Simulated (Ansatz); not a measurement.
Reference: BeTe (F-43m), PBEsol with spin-orbit coupling, rigid bands (plane waves, PAW; Ansatz, a program for electronic structure); axes and stresses refer to this cell.

```
CELL_PARAMETERS angstrom
      0.00000     2.80237     2.80237
      2.80237     0.00000     2.80237
      2.80237     2.80237     0.00000
ATOMIC_POSITIONS crystal
  Be 0.00000 0.00000 0.00000
  Te 0.75000 0.75000 0.75000
```

The electron conductivity mass comes out as 0.36 mₑ and the hole conductivity mass comes out as 0.38 mₑ. The Seebeck coefficient, n-type 1e19 cm⁻³ is -290 μV/K.

Q: Change: biaxial stress xx = yy = -2 GPa (compression positive). What happens to electron conductivity mass, hole conductivity mass, Seebeck coefficient, n-type 1e19 cm⁻³?

A: electron conductivity mass grows to 0.39 mₑ; hole conductivity mass shrinks to 0.36 mₑ; Seebeck coefficient, n-type 1e19 cm⁻³ decreases in size to -211 μV/K.

Q: Change: biaxial stress xx = yy = 1 GPa (compression positive). What happens to electron conductivity mass, hole conductivity mass, Seebeck coefficient, n-type 1e19 cm⁻³?

A: electron conductivity mass moves little, to 0.36 mₑ; hole conductivity mass moves little, to 0.39 mₑ; Seebeck coefficient, n-type 1e19 cm⁻³ shrinks in size to -260 μV/K.

Q: Change: hydrostatic pressure 10 GPa. What happens to electron conductivity mass, hole conductivity mass, Seebeck coefficient, n-type 1e19 cm⁻³?

A: electron conductivity mass falls to 0.33 mₑ; hole conductivity mass falls to 0.33 mₑ; Seebeck coefficient, n-type 1e19 cm⁻³ falls in size to -276 μV/K.

Q: Change: hydrostatic pressure 2 GPa. What happens to electron conductivity mass, hole conductivity mass, Seebeck coefficient, n-type 1e19 cm⁻³?

A: electron conductivity mass moves little, to 0.35 mₑ; hole conductivity mass falls to 0.37 mₑ; Seebeck coefficient, n-type 1e19 cm⁻³ moves little, to -286 μV/K.

Q: Change: uniaxial stress zz = -1 GPa (compression positive). What happens to electron conductivity mass, hole conductivity mass, Seebeck coefficient, n-type 1e19 cm⁻³?

A: electron conductivity mass moves little, to 0.37 mₑ; hole conductivity mass goes up to 0.40 mₑ; Seebeck coefficient, n-type 1e19 cm⁻³ drops in size to -262 μV/K.

Q: Change: uniaxial stress zz = -2 GPa (compression positive). What happens to electron conductivity mass, hole conductivity mass, Seebeck coefficient, n-type 1e19 cm⁻³?

A: electron conductivity mass moves little, to 0.37 mₑ; hole conductivity mass shrinks to 0.36 mₑ; Seebeck coefficient, n-type 1e19 cm⁻³ falls in size to -260 μV/K.

Masses are for dilute carriers at 300 K, harmonic means over directions unless an axis is named. Seebeck coefficients are for the stated density at 300 K, with one relaxation time for all states and whether or not that doping can be reached. Stresses and pressures are the targets of the relaxation.  The structure type is held under load, also where the real crystal would transform.
